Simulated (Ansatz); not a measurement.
Start from HgSe in the zinc blende structure (space group F-43m, No. 216; a = 6.133 Å). Axes: x, y, z lie along the cube axes.

Level of theory: PBEsol (Ansatz, an electronic-structure program; PAW; 420 eV plane waves; without spin-orbit coupling).

Base values:

```
Property            Value
---------------  --------
Pressure          0.0 GPa
Volume per atom  28.83 Å³
```

Perturbation: biaxial strain −1.67 %, plane normal [111], relaxed out of plane (Cartesian); in-plane vectors clamped, the third vector and the atoms free.

### Question
What does the calculation give for the pressure after the change?

### Answer
The pressure (mean of the normal stresses, compression positive) goes from zero to 0.9 GPa.

### Question
What happens to the volume per atom?

### Answer
The volume per atom drops by 0.52 Å³, from 28.83 Å³ to 28.31 Å³.

A case with no gap was solved on a k-mesh chosen for an insulator, which is coarse for it. Stability against distortions was not tested. All final runs are without spin polarisation.
